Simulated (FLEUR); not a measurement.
A self-consistent single point of ZnFe₃C (Pm-3m, 5 atoms in the cell) with FLEUR.

Level of theory: PBEsol, all-electron FLAPW (FLEUR), scalar-relativistic valence.

The change in words: lattice scaled by 0.98. Reference geometry:
```xyz
5
Lattice="3.7729 0.0000 0.0000 0.0000 3.7729 0.0000 0.0000 0.0000 3.7729" Properties=species:S:1:pos:R:3 pbc="T T T"
Zn     0.0000     0.0000     0.0000
Fe     1.8864     0.0000     1.8864
Fe     0.0000     1.8864     1.8864
Fe     1.8864     1.8864     0.0000
C      1.8864     1.8864     1.8864
```
Moments meant for the start (each program seeds them in its own way; μB, in the order of the atoms Zn Fe Fe Fe C): 0.0 4.0 4.0 4.0 0.0.

Reference input (self-consistent single point, DFT, PBEsol, all-electron FLAPW (FLEUR), scalar-relativistic valence): Kmax = 4.7 1/bohr; GmaxXC = 16.4 1/bohr; xcFunctional = PBEs; jspins = 2; l_soc = F; mode = hist; fermiSmearingEnergy = 0.00499791 Htr; mesh (inpgen div1-3) = 7 7 7; inpgen gamma flag = false; Gmax = 16.4 1/bohr; numbands = 0; maxIterBroyd = 25. This run's input differs from it in these lines:

```diff
@@ -3,5 +3,5 @@
 &input film=f /
-7.1297287983 0.0000000000 0.0000000000
-0.0000000000 7.1297287983 0.0000000000
-0.0000000000 0.0000000000 7.1297287983
+6.9871338444 0.0000000000 0.0000000000
+0.0000000000 6.9871338444 0.0000000000
+0.0000000000 0.0000000000 6.9871338444
 1.0
@@ -47,5 +47,5 @@
          <bravaisMatrix>
-            <row-1>    7.1297287983000004     0.0000000000000000     0.0000000000000000</row-1>
-            <row-2>    0.0000000000000000     7.1297287983000004     0.0000000000000000</row-2>
-            <row-3>    0.0000000000000000     0.0000000000000000     7.1297287983000004</row-3>
+            <row-1>    6.9871338443999997     0.0000000000000000     0.0000000000000000</row-1>
+            <row-2>    0.0000000000000000     6.9871338443999997     0.0000000000000000</row-2>
+            <row-3>    0.0000000000000000     0.0000000000000000     6.9871338443999997</row-3>
          </bravaisMatrix>
```

Log, with long lists cut:

```
 Iteration:     1   Distance:      31.80051166 me/bohr^3
 Iteration:     2   Distance:      30.48666500 me/bohr^3
 Iteration:     3   Distance:      29.16535783 me/bohr^3
 Iteration:     4   Distance:      28.72225222 me/bohr^3
 Iteration:     5   Distance:      16.57091805 me/bohr^3
   [... 24 lines left out ...]
 Iteration:    30   Distance:       0.00006136 me/bohr^3
 Iteration:    31   Distance:       0.00002455 me/bohr^3
 Iteration:    32   Distance:       0.00002009 me/bohr^3
 Iteration:    33   Distance:       0.00000786 me/bohr^3
 Run finished successfully
 Stop message:
   Structural relaxation: Done

[file out, last iteration]
             iter=     34
[...]
          total density-effective poten   -8.9682596430E+03
          total charge density-energy d   -2.3987522269E+02
 Updated energy parameters for spin:           1
 Updated energy parameters for spin:           2
[...]
 fermi energy and band-weighting factors:
    1.116821

[...]
FERMIE:
          first approx. to ef    (T=0)  :   0.446343 htr   (energy of the highest occ. eigenvalue)
          number of occ. states  (T=0)  :       1275
          first approx. to seigv (T=0)  : -31.885524 htr
          sum of weights of occ. states :  64.008746
          sum of semicore charge        :   0.000000 e
FERHIS:  Fermi-Energy by histogram:
          bandgap                     :   0.000345 htr
   [... lines left out ...]
          charge neutrality (T=0)     :   0.008746    (zero if the highest occ. eigenvalue is "entirely" occupied)
     EF_NEWTON:  Adjust Fermi-Energy by Newton-Method.
 Direct bandgap for spin            1 :    6.3183794315794239E-003  Htr
 Direct bandgap for spin            2 :    4.6038814024716435E-003  Htr
 ---->    free energy=                     -5647.6112479524 htr
   [... lines left out ...]
 TOTAL FORCE FOR ATOM TYPE=  1  X=  0.000   Y=  0.000   Z=  0.000
                       FX_TOT= 0.000000 FY_TOT= 0.000000 FZ_TOT= 0.000000
 TOTAL FORCE FOR ATOM TYPE=  2  X=  3.494   Y=  0.000   Z=  3.494
                       FX_TOT= 0.000000 FY_TOT= 0.000000 FZ_TOT= 0.000000
 TOTAL FORCE FOR ATOM TYPE=  3  X=  3.494   Y=  3.494   Z=  3.494
                       FX_TOT= 0.000000 FY_TOT= 0.000000 FZ_TOT= 0.000000
 Structural relaxation: Done
```

The run converged in 33 iterations. FLEUR gives forces in its relaxation mode, with a further iteration, so its stop message speaks of a relaxation. Against the reference run the free energy goes down by 6.7 meV/atom and the size of the net moment goes from 0.83 to 0.77 μB/atom.

The starting cell comes from a database of computed structures (which also holds hypothetical and non-ambient phases and stackings), without a prior relaxation at this level. For this run, on top of that: lattice scaled by 0.98. The magnetic order is the one reached from the typed start; others were not searched systematically. Values depend on the basis (sphere radii, cutoffs, local orbitals), which need not be converged. The log's line on a gap gives a spacing of levels on this mesh, which the program prints for metals too.

Cost on one core of a shared machine: roughly 4 min.
